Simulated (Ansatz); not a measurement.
Start from Ga$_{2}$O$_{3}$ in the corundum structure (space group R-3c, No. 167; a = 4.985 Å, c = 13.442 Å (hexagonal axes)).

Computed with r2SCAN/PAW in Ansatz (a program for electronic structure), spin-orbit coupling left out.

One change was made to it. Results:

```tsv
quantity	base	after
electron mass	0.25 mₑ (at Γ)	0.33 mₑ along c, 0.31 mₑ across (at Γ)
smallest direct gap	3.81 eV	5.61 eV
c/a ratio	2.697	2.637
lattice parameter a	4.985 Å	4.771 Å
```

Question: Name the change that was made.
A) pressure 100 GPa
B) pressure 50 GPa
C) pressure 15 GPa

Answer: B, pressure 50 GPa. For comparison, the electron mass in the other runs: pressure 15 GPa gives 0.27 mₑ (at Γ); pressure 100 GPa gives 0.40 mₑ along c, 0.34 mₑ across (at Γ).

Load acts through the strain it causes; cell and atoms are relaxed under it. Masses are band curvatures over ±0.01 Å⁻¹ around the edge. Stability against distortions was not tested. No other phases were tried under pressure.
